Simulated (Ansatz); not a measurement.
# A computed series for CdS: response to strain

The parent structure is CdS in the wurtzite structure (space group P6_3mc, No. 186; a = 4.074 Å, c = 6.637 Å). Axes: x lies along a and z along c of the hexagonal cell.

Strains are applied to the cell and any free atomic positions relax.

Method: Ansatz (a quantum-chemistry and plane-wave program), LDA, PAW, cutoff 420 eV, spin-orbit coupling left out.

Notes on the quantities. energy relative to the base: free energy F.

```tsv
uniaxial strain ε_zz (%)	energy relative to the base (meV/atom)
-3	7.1
-2.4	?
-1.8	2.6
-1.2	1.1
-0.6	0.3
0	0.0
```

### Question
Fit ΔE = Aε² + Bε³ (ε in %) to the rows shown and predict the withheld row.

### Answer
Least squares on the printed values gives A = 0.801 and B = 0.0038 meV/atom (largest residual 0.0 meV/atom); this predicts 4.6 meV/atom, and the run gives 4.5 meV/atom, in agreement.

Stability against distortions was not tested.
